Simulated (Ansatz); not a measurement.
The starting structures come from a database of crystals and need not be the phases stable at ambient conditions.

 Where the default PAW files enter, the runs use the earlier of Ansatz's two default sets.

Tunnelling through a barrier is set by its complex band structure: the current falls as exp(−2κd) with the smallest κ.

Consider the following.

```
KFO2S
1.0
    4.70904     0.00000     0.00000
    0.00000     5.81600     0.00000
    2.25087     0.00000     6.78779
K S O F
2 2 4 2
Direct
  0.84353   0.25000   0.28936
  0.15647   0.75000   0.71064
  0.60055   0.25000   0.81538
  0.39945   0.75000   0.18462
  0.66546   0.46022   0.69242
  0.33454   0.53978   0.30758
  0.33454   0.96022   0.30758
  0.66546   0.03978   0.69242
  0.80895   0.75000   0.11703
  0.19105   0.25000   0.88297
```

Space group of this cell: P2_1/m. The cell is taken as given; by r2SCAN its mean pressure is -2.5 GPa.

Transport runs along the normal of the first two printed cell vectors.

No gap correction and no spin-orbit coupling; mid-gap values are interpolated between computed energies.

**Question.** Estimate the band gap and the smallest decay constant κ at mid-gap that r2SCAN run with Ansatz (a program for electronic structure) returns for this system.

**Answer.** Gap 4.40 eV on a 8×6×6 mesh; κ = 0.636 1/Å, at (0.167, 0.000) of the in-plane reciprocal vectors. At the zone centre, at the nearest computed energy, the slowest state has κ = 0.71 1/Å.
